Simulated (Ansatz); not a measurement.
The parent structure is RuSi (space group P2_13, No. 198; a = 4.736 Å).

(Cell as relaxed with PBE.)

Levels (all Ansatz, an electronic-structure program, PAW): PBE (420 eV, no spin-orbit coupling); r2SCAN (500 eV, no spin-orbit coupling).

Each level relaxes its own structure.

```tsv
base	PBE	r2SCAN
volume per atom	13.28 Å³	13.02 Å³
lattice parameter a	4.736 Å	4.705 Å
band gap	0.23 eV	0.31 eV
```

Perturbation: an isotropic linear strain of +1.27 %; the atoms relax in the strained cell.

| quantity | PBE | r2SCAN |
|---|---|---|
| energy relative to the base (free energy F) | +12 meV/atom | +12 meV/atom |
| pressure | -70.5 kbar | -75.6 kbar |
| largest internal atomic displacement | 0.030 Å | 0.030 Å |

PBE's pressure lies 5.1 kbar above r2SCAN's; the two agree on the energy relative to the base and largest internal atomic displacement. Neither level is exact; r2SCAN is the comparison here, not a measurement.

Stability against distortions was not tested. A zero or small gap of RuSi and RuSi under isotropic strain +1.27 % can be the functional's error rather than a property of the material.
